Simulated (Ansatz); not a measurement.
Short convergence ladders for CaAl₂Zn₂ (I4mm, 5 atoms in the cell)

```
Ca(AlZn)2
1.0
   -2.05088     2.05088     5.72521
    2.05088    -2.05088     5.72521
    2.05088     2.05088    -5.72521
Ca Al Zn
1 2 2
Direct
  0.00437   0.00437   0.00000
  0.25000   0.75000   0.50000
  0.75000   0.25000   0.50000
  0.39187   0.39187   0.00000
  0.60813   0.60813   0.00000
```

Base method: LDA (PW92), default PAW files made with PBE (plane waves; Ansatz, a quantum-chemistry and plane-wave program).

Base settings: basis.ecutwfc = 420 eV; kpoints.mp_grid.grid = 9 9 9; hamiltonian.xc = lda; hamiltonian.pseudopotentials = {kind: paw} (the program's default PAW files); scf.occupations.method = gaussian; scf.occupations.width = 0.1 eV.

The count of work is k-points × plane waves × bands × iterations; it is no time. Core times come from one kind of shared machine, to one figure; runs under 30 s give none.

**Shifted k-point meshes**

In this ladder: kpoints.mp_grid.shift = 0.5 0.5 0.5.

Only quantities that move along the ladder and can be compared are tabulated.

```csv
kpoints.mp_grid.grid,free energy less the last step's (meV/atom),pressure (GPa),largest difference of a force vector from the last step's (eV/Å),count of work / last,core time / last (rough)
2 2 2,118.81,-3.07,0.621,0.0032,–
3 3 3,28.12,-4.82,0.152,0.0057,–
4 4 4,22.20,-4.55,0.095,0.012,–
6 6 6,8.92,-4.45,0.050,0.027,–
8 8 8,-0.08,-4.47,0.030,0.053,–
10 10 10,-0.56,-4.44,0.020,0.094,–
12 12 12,0.78,-4.43,0.008,0.15,0.2
15 15 15,0.08,-4.43,0.003,0.27,0.3
24 24 24,0.00,-4.43,0.000,1.0,1
```

Coarsest kpoints.mp_grid.grid that holds the pressure within 0.1 GPa of the last step, with all finer ones: 6 6 6, at 0.027 of the last step's count of work; the step before is off by 0.12 GPa.

Coarsest kpoints.mp_grid.grid that holds the forces within 0.01 eV/Å of the last step, with all finer ones: 12 12 12, at 0.15 of the last step's count of work and about 0.2 of the last step's time; the step before is off by 0.020 eV/Å.

Coarsest kpoints.mp_grid.grid that holds the free energy within 2 meV/atom of the last step, with all finer ones: 8 8 8, at 0.053 of the last step's count of work; the step before is off by 8.9 meV/atom.

**The k-point mesh at a smearing width of 0.3 eV**

In this ladder: scf.occupations.width = 0.3 eV.

Only quantities that move along the ladder and can be compared are tabulated.

| kpoints.mp_grid.grid | free energy less the last step's (meV/atom) | pressure (GPa) | largest difference of a force vector from the last step's (eV/Å) | count of work / last | core time / last (rough) |
|---|---|---|---|---|---|
| 4 4 4 | 15.63 | -4.57 | 0.046 | 0.018 | – |
| 5 5 5 | 20.40 | -4.35 | 0.044 | 0.022 | – |
| 6 6 6 | 5.84 | -4.42 | 0.008 | 0.036 | – |
| 7 7 7 | 2.96 | -4.41 | 0.011 | 0.048 | – |
| 8 8 8 | 0.24 | -4.43 | 0.009 | 0.071 | – |
| 12 12 12 | 0.32 | -4.39 | 0.003 | 0.20 | 0.2 |
| 18 18 18 | 0.00 | -4.39 | 0.000 | 0.58 | 0.6 |
| 22 22 22 | 0.00 | -4.39 | 0.000 | 1.0 | 1 |

Coarsest kpoints.mp_grid.grid that holds the free energy within 0.5 meV/atom of the last step, with all finer ones: 8 8 8, at 0.071 of the last step's count of work; the step before is off by 3.0 meV/atom.

Coarsest kpoints.mp_grid.grid that holds the forces within 0.005 eV/Å of the last step, with all finer ones: 12 12 12, at 0.20 of the last step's count of work and about 0.2 of the last step's time; the step before is off by 0.009 eV/Å.

Coarsest kpoints.mp_grid.grid that holds the pressure within 0.05 GPa of the last step, with all finer ones: 5 5 5, at 0.022 of the last step's count of work; the step before is off by 0.18 GPa.

**The width of Methfessel-Paxton smearing**

In this ladder: kpoints.mp_grid.grid = 15 15 15; scf.occupations.method = methfessel_paxton.

Narrow widths need finer meshes than wide ones, so the last steps can hold mesh noise.

Only quantities that move along the ladder and can be compared are tabulated; pressure and forces are left out, as mesh noise rules them at narrow widths.

| scf.occupations.width | free energy less the last step's (meV/atom) | core time / last (rough) |
|---|---|---|
| 1 eV | 1.33 | 1 |
| 0.5 eV | -0.46 | 1 |
| 0.3 eV | -0.10 | 1.0 |
| 0.2 eV | -0.01 | 1.0 |
| 0.1 eV | 0.00 | 1 |

Widest scf.occupations.width that holds the free energy within 1 meV/atom of the last step, with all finer ones: 0.5 eV; the step before is off by 1.3 meV/atom.

On the base run: the starting cell comes from a database of computed structures (which also holds hypothetical and non-ambient phases and stackings), without a prior relaxation at this level. Its lattice was rescaled by up to half a per cent. One atom was moved a little off its site on purpose. In the base run, with a pressure of about -4 GPa the cell is away from its equilibrium volume at this level. Ansatz's pressure includes its estimate of the finite-basis (Pulay) stress.

Left out of this page: 2 runs of the series outside the window shown, repeating another row's setting, or not comparable.

Keys are those of Ansatz 0.2.
